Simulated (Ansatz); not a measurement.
Consider the following.

```
TeS2
1.0
    3.67207     0.00000     0.00000
   -1.83603     3.18010     0.00000
    0.00000     0.00000    12.31273
Te S
2 4
Direct
  0.33333   0.66667   0.25000
  0.66667   0.33333   0.75000
  0.33333   0.66667   0.61179
  0.66667   0.33333   0.11179
  0.66667   0.33333   0.38821
  0.33333   0.66667   0.88821
```

No spin polarisation.

Calculations: PBE-D3(BJ) (Ansatz, a program for electronic structure, PAW, no spin-orbit coupling). k-mesh 10×10×3 (Γ-centred); smearing 0.05 eV (Fermi–Dirac).

Problem. Predict the space group, electron mass and band gap.

Solution. Space group: P6_3/mmc (No. 194)
Electron mass: 0.36 mₑ along c, 0.53 mₑ across (at K)
Band gap: 0.29 eV

Spin-orbit coupling, missing from the scalar runs, can matter with Te. Masses are band curvatures over ±0.01 Å⁻¹ around the edge. Stability against distortions was not tested. The cell was made from SnS2 by this change: Sn → Te; the result is a hypothetical phase, not in the database extracts checked. The zero or small gap of TeS2 can change with the level of theory.
